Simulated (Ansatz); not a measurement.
The reference is a 12-atom supercell of ZrB2 (space group P6/mmm, No. 191; a = 3.168 Å, c = 3.550 Å) at its relaxed geometry.

Computed with DFT with r2SCAN, PAW potentials and a 500 eV plane-wave cutoff in Ansatz (a program for electronic structure), no spin-orbit coupling.

One neutral defect a cell, atoms relaxed at fixed cell.

One change was made to it. Results:

| quantity | base | after |
|---|---|---|
| pressure | 0.0 GPa | 1.4 GPa |
| largest displacement of a host atom from its site in the perfect cell | – | 0.07 Å |

### Question
Name the change that was made.
(A) In on a B site
(B) Hf on a Zr site, symmetric start
(C) Li interstitial (started 1.78 Å from the nearest host atom)
(D) B vacancy

### Answer
D, B vacancy. For comparison, the pressure in the other runs: In on a B site gives 37.9 GPa; Li interstitial (started 1.78 Å from the nearest host atom) gives 19.7 GPa; Hf on a Zr site, symmetric start gives -2.3 GPa.

The cell is small, so the values are those of an ordered compound at a high defect concentration; dilute-limit values will differ. Defects with a symmetric start kept the site's symmetry and may sit on a saddle; the others started slightly shaken. All final runs are without spin polarisation.
